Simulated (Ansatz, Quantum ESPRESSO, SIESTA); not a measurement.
Code comparison for TaN (P1, 6 atoms in the cell)

Self-consistent single point, at a second geometry (atoms moved at random). First geometry:

```xyz
6
Lattice="5.2768 0.0000 0.0000 -2.6384 4.5699 0.0000 0.0000 0.0000 2.9389" Properties=species:S:1:pos:R:3 pbc="T T T"
Ta     0.0000     0.0000     0.0000
Ta     2.6384     1.5233     1.4695
Ta     0.0000     3.0466     1.4695
N     -1.3192     2.2849     0.0000
N      2.6384     0.0000     0.0000
N      1.3192     2.2849     0.0000
```

Second geometry:
```
CELL_PARAMETERS angstrom
      5.27683     0.00000     0.00000
     -2.63842     4.56987     0.00000
      0.00000     0.00000     2.93891
ATOMIC_POSITIONS crystal
  Ta 0.99639 0.99835 0.02219
  Ta 0.67574 0.33699 0.49482
  Ta 0.34246 0.66827 0.49252
  N  0.00574 0.51122 0.00500
  N  0.49980 0.99364 0.00056
  N  0.47986 0.49152 0.98491
```

Shared settings, as Ansatz (a quantum-chemistry and plane-wave program) writes them: kpoints.mp_grid.grid = 6 6 9; scf.occupations.method = gaussian; scf.occupations.width = 0.1 eV. Potentials and cutoffs stand in the table.

| code | model | ΔF from the first geometry (meV/atom) | pressure (GPa) | largest force (eV/Å) | cutoff |
|---|---|---|---|---|---|
| Ansatz | PBEsol, PAW files made with PBE | 20.9 | -11.07 | 2.388 | 420 eV |
| Quantum ESPRESSO | PBEsol, GBRV 1.5 ultrasoft (PBESOL) pseudopotentials | 21.1 | -11.82 | 2.418 | 40 Ry |
| SIESTA | GGA PBEsol, numerical atomic orbitals TZP, PseudoDojo PBEsol standard norm-conserving potentials (rewritten from UPF to PSML) | 21.6 | -8.90 | 2.521 | grid 300 Ry |

Size of the force on each atom (eV/Å): Sizes of forces hide their directions.

| code | Ta1 | Ta2 | Ta3 | N4 | N5 | N6 |
|---|---|---|---|---|---|---|
| Ansatz | 0.594 | 0.790 | 1.097 | 0.946 | 1.540 | 2.388 |
| Quantum ESPRESSO | 0.595 | 0.801 | 1.110 | 0.949 | 1.554 | 2.418 |
| SIESTA | 0.613 | 0.829 | 1.135 | 0.977 | 1.609 | 2.521 |

On Ansatz's run: spin-orbit coupling is off. Spin polarisation is off.

The spread over the programs that give each value: ΔF from the first geometry within 0.7 meV/atom; pressure within 2.92 GPa; largest force within 0.133 eV/Å.

SIESTA uses small atom-centred bases, whose incompleteness enters pressures, forces and empty levels differently from a plane-wave cutoff. Ansatz's pressure is given at a fixed set of plane waves, as the other plane-wave codes print theirs; with its correction for the finite basis it is -10.81 GPa (the shift of 0.26 GPa shows how far the cutoff is from converged). In the pressure, SIESTA (by 2.55) lies more than 1 GPa from the median of the plane-wave programs. In the force vectors, SIESTA (by 0.121) lies more than 0.08 eV/Å from the median of the plane-wave programs.

The starting cell comes from a database of computed structures (which also holds hypothetical and non-ambient phases and stackings), without a prior relaxation at this level. Its lattice was rescaled by a random factor within 2.5 % of one. For this run, on top of that: atoms moved at random.

Keys are those of Ansatz 0.2.
